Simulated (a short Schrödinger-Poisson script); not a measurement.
System: MOS inversion layer, SiO2 on p-type Si(100), at 300 K.

```tsv
layer	material	thickness (nm)	Na (cm⁻³)
1	SiO2	2.4	-
2	Si	330	1.7e18
```

The device is made up for the run: typed textbook-type constants, with dimensions and the other settings drawn at random. SiO2: permittivity 3.9, conduction-band edge (eV) 3.15, gap (eV) 9, electron mass (mₑ) 0.5. Si: permittivity 11.7, conduction-band edge (eV) 0, gap (eV) 1.124, Nv at 300 K (cm⁻³) 3.1e19.

Channel valleys (confinement mass, in-plane density-of-states mass, number): Δ2 0.916, 0.19, 2; Δ4 0.19, 0.417, 4. At the gate the conduction-band edge of layer 1 lies 3.2 eV − eVg above the Fermi level of the channel; the field vanishes at the back. Gaps are held at their typed values at every temperature. Mesh 0.03 nm at interfaces.

From a short Schrödinger-Poisson script (our own, NumPy): 1D Poisson equation in equilibrium, electrons quantum, Hartree (BenDaniel-Duke, 12 states a valley, the channel's in-plane mass for all, wave functions free to enter the dielectric), parabolic valleys, classical holes, full ionisation, no traps, pinning or gate leakage.

The same stack at other levels of the model or other numerical settings:

| run | sheet density of all electrons at Vg = 2 V (cm⁻²) | sheet density of all electrons at Vg = 0.8 V (cm⁻²) | capacitance at Vg = 2 V (μF/cm²) | centroid of the channel electrons at Vg = 2 V (nm) | rough cost against the base |
|---|---|---|---|---|---|
| base | 9.83e12 | 8.59e11 | 1.26 | 1.11 | about 1 |
| electrons treated as classical, Boltzmann | 1.19e13 | 1.77e12 | 1.39 | 0.24 | 0.03 |
| electrons treated as classical, Fermi-Dirac | 1.13e13 | 1.70e12 | 1.33 | 0.41 | 0.2 |
| mesh six times as coarse | 9.80e12 | 8.51e11 | 1.26 | 1.11 | 0.3 |
| one subband a valley | 9.82e12 | 8.56e11 | 1.26 | 1.10 | 0.4 |

The classical rows ignore confinement, and Boltzmann statistics overrate the density once the band edge passes the Fermi level.
